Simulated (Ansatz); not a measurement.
Consider BP in the zinc blende structure (space group F-43m, No. 216; a = 4.537 Å). Axes: x, y, z lie along the cube axes.

Method: Ansatz (a first-principles code) r2SCAN, scalar-relativistic without spin-orbit coupling.

Strains are applied to the cell and any free atomic positions relax; under biaxial strain the out-of-plane vector relaxes too.

One change was made to it. Results:

```csv
quantity,base,after
"valence-band top at Γ (three highest levels, from the VBM)","0.00, 0.00, 0.00 eV","0.00, -0.21, -0.21 eV"
"pressure (mean of the normal stresses, compression positive)",0.00 GPa,-3.84 GPa
```

Q: What was done to the base?
A. biaxial strain +1.50 %, plane normal [001], relaxed out of plane
B. biaxial strain +1.00 %, plane normal [001], relaxed out of plane
C. biaxial strain +2.50 %, plane normal [001], relaxed out of plane

A: A, biaxial strain +1.50 %, plane normal [001], relaxed out of plane. For comparison, the valence-band top at Γ in the other runs: biaxial strain +2.50 %, plane normal [001], relaxed out of plane gives 0.00, -0.34, -0.34 eV; biaxial strain +1.00 %, plane normal [001], relaxed out of plane gives 0.00, -0.14, -0.14 eV.

The levels and masses belong to the bands next to the band gap. Stability against distortions was not tested.
